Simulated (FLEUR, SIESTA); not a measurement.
A SIESTA input for a self-consistent single point of InPd (Pm-3m, 2 atoms in the cell) (DFT, GGA PBE, numerical atomic orbitals DZP, PseudoDojo PBE standard norm-conserving potentials (rewritten from UPF to PSML)):

```
# files in the folder: In.psml Pd.psml (PseudoDojo PBE standard)
SystemName  InPd
SystemLabel InPd

NumberOfAtoms                2
NumberOfSpecies              2
%block ChemicalSpeciesLabel
  1 49 In
  2 46 Pd
%endblock ChemicalSpeciesLabel
LatticeConstant              1.0 Bohr
%block LatticeVectors
     6.107772469    0.000000000    0.000000000
     0.000000000    6.107772469    0.000000000
     0.000000000    0.000000000    6.107772469
%endblock LatticeVectors
AtomicCoordinatesFormat      Ang
%block AtomicCoordinatesAndAtomicSpecies
     0.000000000    0.000000000    0.000000000  1
     1.616047000    1.616047000    1.616047000  2
%endblock AtomicCoordinatesAndAtomicSpecies

XC.functional                GGA
XC.authors                   PBE
PAO.BasisSize                DZP
PAO.EnergyShift              0.005 Ry
MeshCutoff                   300 Ry
%block kgrid.MonkhorstPack
   13   0   0  0.0
    0  13   0  0.0
    0   0  13  0.0
%endblock kgrid.MonkhorstPack
OccupationFunction           MP
OccupationMPOrder            0
ElectronicTemperature        200.0 meV

MaxSCFIterations             150
SCF.Mixer.Method             Broyden
SCF.Mixer.Weight             0.2
SCF.Mixer.History            6
SCF.DM.Tolerance             1.0E-05
Diag.ParallelOverK           true
WriteForces                  true
```

**Question.** Translate this input to FLEUR.

**Answer.** This is the input that was run; spellings and numerical settings could be chosen otherwise.

Input of the input generator:

```
InPd
&input film=f /
6.1077724690 0.0000000000 0.0000000000
0.0000000000 6.1077724690 0.0000000000
0.0000000000 0.0000000000 6.1077724690
1.0
1.0 1.0 1.0

2
49 0.0000000000 0.0000000000 0.0000000000
46 0.5000000000 0.5000000000 0.5000000000

&comp jspins=1 /
&kpt div1=13 div2=13 div3=13 /
&end /
```

```xml
<?xml version="1.0" encoding="UTF-8" standalone="no"?>
<fleurInput fleurInputVersion="0.39">
   <comment>
      InPd                                                                                                
   </comment>
   <calculationSetup>
      <cutoffs Kmax="4.0" Gmax="12.0" GmaxXC="12.0" numbands="0"/>
      <scfLoop itmax="100" minDistance="0.00001" maxIterBroyd="99" imix="Anderson" alpha="0.05" precondParam="0.0" spinf="2.0"/>
      <coreElectrons ctail="T" frcor="F" kcrel="0" coretail_lmax="0"/>
      <xcFunctional name="pbe" relativisticCorrections="F"/>
      <magnetism jspins="1"/>
      <soc l_soc="F" theta="0.0" phi="0.0" spav="F"/>
      <expertModes spex="0" secvar="F"/>
      <geometryOptimization l_f="T" forcealpha="1.0" forcemix="BFGS" epsdisp="0.00001" epsforce="0.00001"/>
      <ldaU l_linMix="F" mixParam="0.05" spinf="1.0"/>
   </calculationSetup>
   <cell>
      <bzIntegration valenceElectrons="29.0" mode="gauss" fermiSmearingEnergy="0.00734986">
         <kPointListSelection listName="default-1"/>
         <!-- k-points included here -->
         <xi:include xmlns:xi="http://www.w3.org/2001/XInclude" href="kpts.xml"> </xi:include>
      </bzIntegration>
      <!-- symmetry operations included here -->
      <xi:include xmlns:xi="http://www.w3.org/2001/XInclude" href="sym.xml"> </xi:include>
      <bulkLattice scale="1.0">
         <bravaisMatrix>
            <row-1>    6.1077724690000004     0.0000000000000000     0.0000000000000000</row-1>
            <row-2>    0.0000000000000000     6.1077724690000004     0.0000000000000000</row-2>
            <row-3>    0.0000000000000000     0.0000000000000000     6.1077724690000004</row-3>
         </bravaisMatrix>
      </bulkLattice>
   </cell>
   <atomSpecies>
      <species name="Indium (In)" element="In" atomicNumber="49">
         <mtSphere radius="2.52" gridPoints="869" logIncrement="0.015"/>
         <atomicCutoffs lmax="10" lnonsphr="8"/>
         <electronConfig flipSpins="F">
            <coreConfig>(1s1/2) (2s1/2) (2p1/2) (2p3/2) (3s1/2) (3p1/2) (3p3/2) (4s1/2) (3d3/2) (3d5/2) (4p1/2) (4p3/2)</coreConfig>
            <valenceConfig>(5s1/2) (4d3/2) (4d5/2) (5p1/2) (5p3/2)</valenceConfig>
            <stateOccupation state="(5p1/2)" spinUp="0.1666666666667" spinDown="0.1666666666667"/>
            <stateOccupation state="(5p3/2)" spinUp="0.3333333333333" spinDown="0.3333333333333"/>
         </electronConfig>
         <energyParameters s="5" p="5" d="5" f="4"/>
         <lo type="SCLO" l="2" n="4" eDeriv="0"/>
      </species>
      <species name="Palladium (Pd)" element="Pd" atomicNumber="46">
         <mtSphere radius="2.52" gridPoints="869" logIncrement="0.015"/>
         <atomicCutoffs lmax="10" lnonsphr="8"/>
         <electronConfig flipSpins="F">
            <coreConfig>(1s1/2) (2s1/2) (2p1/2) (2p3/2) (3s1/2) (3p1/2) (3p3/2) (4s1/2) (3d3/2) (3d5/2)</coreConfig>
            <valenceConfig>(4p1/2) (4p3/2) (5s1/2) (4d3/2) (4d5/2)</valenceConfig>
            <stateOccupation state="(5s1/2)" spinUp="0.5" spinDown="0.5"/>
            <stateOccupation state="(4d3/2)" spinUp="1.8" spinDown="1.8"/>
            <stateOccupation state="(4d5/2)" spinUp="2.7" spinDown="2.7"/>
         </electronConfig>
         <energyParameters s="5" p="5" d="4" f="4"/>
         <lo type="SCLO" l="1" n="4" eDeriv="0"/>
      </species>
   </atomSpecies>
   <atomGroups>
      <atomGroup species="Indium (In)">
         <relPos label="                   1">.0000000000 .0000000000 .0000000000</relPos>
         <force calculate="T" relaxXYZ="TTT"/>
      </atomGroup>
      <atomGroup species="Palladium (Pd)">
         <relPos label="                   2">1.000/2.000 1.000/2.000 1.000/2.000</relPos>
         <force calculate="T" relaxXYZ="TTT"/>
      </atomGroup>
   </atomGroups>
   <output dos="F" band="F" slice="F">
      <checks vchk="F" cdinf="F"/>
      <bandDOS minEnergy="-.5*Htr" maxEnergy="0.5*Htr" sigma="0.015" storeEVData="T"/>
      <vacuumDOS vacdos="F" integ="F" star="F" nstars="0" locx1="0.0" locy1="0.0" locx2="0.0" locy2="0.0" nstm="0" tworkf="0.0"/>
      <unfoldingBand unfoldBand="F" supercellX="1" supercellY="1" supercellZ="1"/>
      <plotting iplot="0" polar="F">
         <plot TwoD="T" vec1="  1.0  0.0  0.0" vec2="  0.0  1.0  0.0" vec3="  0.0  0.0  1.0" zero="  0.0  0.0  0.0" file="plot"/>
      </plotting>
      <chargeDensitySlicing numkpt="0" minEigenval="0.0" maxEigenval="0.0" nnne="0" pallst="F"/>
      <specialOutput eonly="F"/>
      <magneticCircularDichroism mcd="F" energyLo="-10.0" energyUp="0.0"/>
   </output>
  <!-- We include the file relax.xml here to enable relaxations (see documentation) -->
  <xi:include xmlns:xi="http://www.w3.org/2001/XInclude" href="relax.xml"> <xi:fallback/> </xi:include>
</fleurInput>
```

Basis settings and potentials, where a program has them, do not carry over. This input uses DFT, PBE, all-electron FLAPW (FLEUR), scalar-relativistic valence.

The starting cell comes from a database of computed structures (which also holds hypothetical and non-ambient phases and stackings), without a prior relaxation at this level. Its lattice was rescaled by a random factor within 2.5 % of one. For this run, on top of that: lattice scaled by 0.98.
